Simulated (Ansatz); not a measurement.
Worked example: self-consistent single point of the (111) slab of ZrCu5 (cut from a parent of space group no. 216; 12 atoms in the cell) in Ansatz (a quantum-chemistry and plane-wave program).

Method: LDA (PW92), default PAW files made with PBE (plane waves; Ansatz).

The change in words: vacuum of 8 angstrom (first run: 14 Å); efield.axis: default → 3; efield.dipole_correction: default → true. Reference geometry:
```yaml
crystal:
  lattice:
    - [4.83913, 0.00000, 0.00000]
    - [2.41956, 4.19081, 0.00000]
    - [0.00000, 0.00000, 20.41712]
  atoms:
    - { symbol: Cu, position: [0.76692, 0.76692, 0.41524] }
    - { symbol: Cu, position: [0.26811, 0.26811, 0.34285] }
    - { symbol: Cu, position: [0.76455, 0.26811, 0.34285] }
    - { symbol: Cu, position: [0.26811, 0.76455, 0.34285] }
    - { symbol: Cu, position: [0.43359, 0.43359, 0.43892] }
    - { symbol: Cu, position: [0.10025, 0.10025, 0.60877] }
    - { symbol: Cu, position: [0.60144, 0.60144, 0.53637] }
    - { symbol: Cu, position: [0.09788, 0.60144, 0.53637] }
    - { symbol: Cu, position: [0.60144, 0.09788, 0.53637] }
    - { symbol: Cu, position: [0.76692, 0.76692, 0.63244] }
    - { symbol: Zr, position: [0.10025, 0.10025, 0.46363] }
    - { symbol: Zr, position: [0.43359, 0.43359, 0.65715] }
```

Reference input (self-consistent single point, DFT, LDA (PW92), plane waves, default PAW files made with PBE): basis.ecutwfc = 420 eV; kpoints.mp_grid.grid = 5 5 1; hamiltonian.xc = lda; hamiltonian.pseudopotentials = {kind: paw} (the program's default PAW files); scf.occupations.method = fermi_dirac; scf.occupations.width = 0.1 eV. This run's input differs from it in these lines:

Ansatz 0.2 input:
```diff
@@ -4,16 +4,16 @@
     - [2.41956400, 4.19080800, 0.00000000]
-    - [0.00000000, 0.00000000, 20.41711900]
+    - [0.00000000, 0.00000000, 14.41710100]
   atoms:
-    - { symbol: Cu, position: [0.76692000, 0.76692000, 0.41524500] }
-    - { symbol: Cu, position: [0.26810700, 0.26810700, 0.34285000] }
-    - { symbol: Cu, position: [0.76454700, 0.26810700, 0.34285000] }
-    - { symbol: Cu, position: [0.26810700, 0.76454700, 0.34285000] }
-    - { symbol: Cu, position: [0.43358700, 0.43358700, 0.43892200] }
-    - { symbol: Cu, position: [0.10025300, 0.10025300, 0.60876900] }
-    - { symbol: Cu, position: [0.60144000, 0.60144000, 0.53636900] }
-    - { symbol: Cu, position: [0.09788000, 0.60144000, 0.53636900] }
-    - { symbol: Cu, position: [0.60144000, 0.09788000, 0.53636900] }
-    - { symbol: Cu, position: [0.76692000, 0.76692000, 0.63244000] }
-    - { symbol: Zr, position: [0.10025300, 0.10025300, 0.46362600] }
-    - { symbol: Zr, position: [0.43358700, 0.43358700, 0.65715000] }
+    - { symbol: Cu, position: [0.76692000, 0.76692000, 0.37997200] }
+    - { symbol: Cu, position: [0.26810700, 0.26810700, 0.27744800] }
+    - { symbol: Cu, position: [0.76454700, 0.26810700, 0.27744800] }
+    - { symbol: Cu, position: [0.26810700, 0.76454700, 0.27744800] }
+    - { symbol: Cu, position: [0.43358700, 0.43358700, 0.41350300] }
+    - { symbol: Cu, position: [0.10025300, 0.10025300, 0.65403600] }
+    - { symbol: Cu, position: [0.60144000, 0.60144000, 0.55150500] }
+    - { symbol: Cu, position: [0.09788000, 0.60144000, 0.55150500] }
+    - { symbol: Cu, position: [0.60144000, 0.09788000, 0.55150500] }
+    - { symbol: Cu, position: [0.76692000, 0.76692000, 0.68755800] }
+    - { symbol: Zr, position: [0.10025300, 0.10025300, 0.44848800] }
+    - { symbol: Zr, position: [0.43358700, 0.43358700, 0.72255200] }
 basis:
@@ -27,2 +27,5 @@
     kind: paw
+efield:
+  axis: 3
+  dipole_correction: true
 scf:
@@ -34,3 +37,2 @@
   eigenvalues: true
-  stress: true
```

Log, with long lists cut:

```
SCF iter   1: F=—  HF=-73707.809480 eV  |F-HF|=—  |Δ(HF+E_count)|=         —  Δρ=1.45e-2  dr2=3.76e-1  ethr=1.77e-3  p=0.151 e·Å  D=9.37e-2 V/Å  ΔV_dip=-1.35 eV  dr2_dipole=8.05e-3  V_vac-E_F(+/−)=3.28/4.62 eV  ⟨swp⟩=6.0  Hψ=2459  notcnv=0  defer=12
all-band conjugate gradients solve this SCF's bands
efield: sawtooth ramp at fractional position 0.9500 (placed from the atoms, in the widest stretch of the axis that holds none …
   [... lines left out ...]
WARN: efield: at this solve's end the planar-averaged density reaches 3.21e-3 e/Å³ inside the ramp window [0.8806, 0.1194] (bound 1e-5 e/Å³) …
SCF 1 converged in 12 iterations: F = -73707.743833 eV  dr2 = 2.71e-8
Free energy (F): -73707.743833 eV
Internal energy: -73707.504972 eV  (E = F + TS)
E sigma→0 (E₀):  -73707.624402 eV
Entropy (-TS):   -0.238862 eV (-19.905 meV/atom)
Fermi energy:    7.139225 eV
Dipole field:    D = 0.075541 V/Å  (p = 0.122057 e·Å, saw-weighted, corrected)
Work function:   Φ+ = withheld (plateau slope 3.1e-1 eV/Å)   Φ− = withheld (plateau slope 2.2e-1 eV/Å)
Levels:          The Fermi level and band energies are counted from a zero that moves with the ramp; work functions are not
Vacuum region:   at the solve's end the planar-averaged density reaches 3.21e-3 e/Å³ inside the ramp window [0.8806, 0.1194] (bound 1e-5 e/Å³)
--- Forces (eV/Å), atoms counted from 1 ---
  atom   1  Cu     0.00000000    -0.00000000     0.13239716
   [... lines left out ...]
  atom   6  Cu     0.00000000     0.00000000    -0.35350858
  atom   7  Cu    -0.15258139    -0.08809291     0.19125245
  atom   8  Cu     0.15258139    -0.08809291     0.19125245
  atom   9  Cu    -0.00000000     0.17618581     0.19125245
  atom  10  Cu     0.00000000     0.00000000     0.58569786
  atom  11  Zr     0.00000000     0.00000000    -0.38603246
  atom  12  Zr     0.00000000     0.00000000    -2.02873559
```

The run converged in 12 iterations. Against the reference run the free energy stays essentially unchanged (within 1 meV/atom) and the largest force goes from 2.018 to 2.029 eV/Å.

The starting cell comes from a database of computed structures (which also holds hypothetical and non-ambient phases and stackings), without a prior relaxation at this level. The slab is cut from that crystal, and its faces are unrelaxed. Its lattice was rescaled by up to half a per cent. Spin polarisation is off. Forces in this geometry exceed 1 eV/Å.
